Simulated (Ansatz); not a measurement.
**Be, pressure series**

Consider Be in the hcp (Mg type) structure (space group P6_3/mmc, No. 194).

Be is modelled in the hexagonal space group P6₃/mmc (No. 194), the hcp (Mg type) structure, Pearson symbol hP2. Conventional cell: a = b = 2.257 Å, c = 3.553 Å, α = β = 90.00°, γ = 120.00°. Be on 2c is surrounded by 12 Be at 2.203–2.257 Å (anticuboctahedral). (Neighbours: up to the widest gap in distance over summed covalent radii, below 1.35, at either atom.)

Cell and atoms are relaxed at each pressure.

Level of theory: PBEsol (Ansatz, an electronic-structure program, PAW, no spin-orbit coupling).

```json
[
 {"P (GPa)": "-1.99", "V (Å³/atom)": "7.968"},
 {"P (GPa)": "-0.99", "V (Å³/atom)": "7.902"},
 {"P (GPa)": "0.90", "V (Å³/atom)": "7.781"},
 {"P (GPa)": "2.10", "V (Å³/atom)": "7.709"},
 {"P (GPa)": "4.49", "V (Å³/atom)": "7.573"},
 {"P (GPa)": "8.99", "V (Å³/atom)": "7.343"},
 {"P (GPa)": "14.99", "V (Å³/atom)": "7.076"},
 {"P (GPa)": "22.48", "V (Å³/atom)": "6.791"},
 {"P (GPa)": "29.99", "V (Å³/atom)": "6.547"}
]
```

A third-order Birch–Murnaghan fit to these points gives V₀ = 7.84 Å³/atom, B₀ = 124 GPa and B₀′ = 3.4. At pressure 30 GPa the volume is 83.5 % of V₀.

Load acts through the strain it causes; cell and atoms are relaxed under it. Whether these cells are dynamically stable was not tested. No other phases were tried under pressure.
